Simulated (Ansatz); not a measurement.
Ansatz (a first-principles code), DFT, PBE, plane waves, its default PAW files: W(110) slab of 8 layers, 1x1, atoms displaced (W8), unrelaxed, 8 atoms. Basis and mesh were picked for this test and aren't claimed converged.

```yaml
cell: 3.17, 2.74, 35.67 Å; 90, 90, 54.7°
distance_to_the_nearest_atom: 2.68 to 2.74 Å
task: single point
k mesh: 10×10×1
hamiltonian.xc: pbe
kind_of_files: paw
scf.occupations.method: gaussian
scf.occupations.width: 0.1 eV
scf.initial_density.chi_scale: 0.1
output.forces: true
binding of workers (--pin): off
k-point pools (--kpoint-pools): 1
memory maximum (--max-ram): 8GiB
accuracy: medium (default)
basis.precision: auto (default)
basis.xc_grid: 2 (default)
scf.eigensolver.kind: auto (default)
scf.convergence.dr2_threshold: 1e-07 (default)
scf.lower_state_search: light (default)
k-points after symmetry: 52
bands_at_the_start: 68
electrons: 112
plane waves at Γ: 5001
cutoff (eV): 420
FFT grid: 24×20×240
symmetry_operations: 1
```

Settings of this run: scf.mixing.algorithm = auto, scf.mixing.preconditioner = none; 4 threads.

```
iteration  dr2 (eV)     Hψ
---------  --------  -----
1            4.46e1  16973
2            4.16e4  71943
3            4.42e1  42149
4            1.39e2  12810
5            8.58e0   7917
6            1.06e1   5249
7            1.19e1   5280
8            3.95e0   5205
9            2.69e0   4590
10           2.85e0   5279
11           1.14e1   6464
12          3.38e-1   6236
13           1.70e0   5668
14          4.16e-1   4133
15          5.09e-1   4013
16          1.15e-1   3464
17          1.98e-1   4172
18          5.05e-3   3619
19          1.61e-2   4494
20          3.97e-3   3697
21          9.71e-4   3476
22          1.54e-3   4404
23          1.55e-4   3517
24          7.56e-4   4052
25          5.11e-4   3635
26          1.69e-4   3774
27          8.26e-6   3564
28          9.08e-7   4530
29          9.62e-7   4792
30          1.86e-6   4499
31          1.19e-6   3624
32          1.53e-5   3397
33          5.39e-6   3747
34          3.83e-7   3908
35          7.35e-8  30136
```

It converged after 35 SCF iterations.

### Question
Which change of one setting makes this cycle converge in far fewer steps?

### Answer
One answer among several that fit: scf.mixing.preconditioner = auto (default) (11 SCF iterations) or scf.mixing.preconditioner = ldos (11 SCF iterations), all else kept. The other changes of this size gave: scf.mixing.preconditioner = local_kerker (22); scf.mixing.algorithm = broyden (33); scf.mixing.preconditioner = kerker (46); scf.mixing.preconditioner = kerker_dos (48). In that run the program took: scf.mixing.algorithm MSR1, scf.mixing.preconditioner LDOS, scf.eigensolver.kind band_cg, --slots 4. The first change moves the result by: energy under 0.001 meV/atom, forces (largest component) 0.079 meV/Å. Counts are of single runs.

Keys are those of Ansatz 0.2.
